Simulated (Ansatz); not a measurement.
Defect: interstitial Mg in alpha quartz, charge state +2. Computed with PBE, PAW (plane waves to 420 eV; Ansatz, a first-principles code).

Settings: 72 host sites, the relaxed PBE lattice, the Γ point alone, smearing 0.01 eV, spin-restricted, no image-charge correction. Static, classical nuclei. The charge state is imposed; whether it is stable for some Fermi level was not computed. Sites that were not tried may lie lower.

Barriers: single points on a 2×2×2 k-point mesh shifted by half a step along c at the bands' geometries.

The step: a concerted move, in which Mg travels most; the atom moves 1.20 Å along (0.24, 0.00, 0.00) of the unit cell; the moving atom starts with neighbours 2 O at 2.02, 2 O at 2.25, 2 O at 2.30 Å and ends with 2 O at 2.08, 2 O at 2.18, 2 O at 2.31; 2 Si at 2.70 Å.

Question: Estimate the migration barrier of this step that PBE, PAW returns for this input.

Answer: 0.33 eV forward and 0.021 eV backward. At the saddle the moving atom has neighbours 2 O at 2.03, 2 O at 2.15, O at 2.60, O at 2.61 Å. The check of the saddle point's order was inconclusive, and it lies on a symmetry element of the cell, where a band can be held.
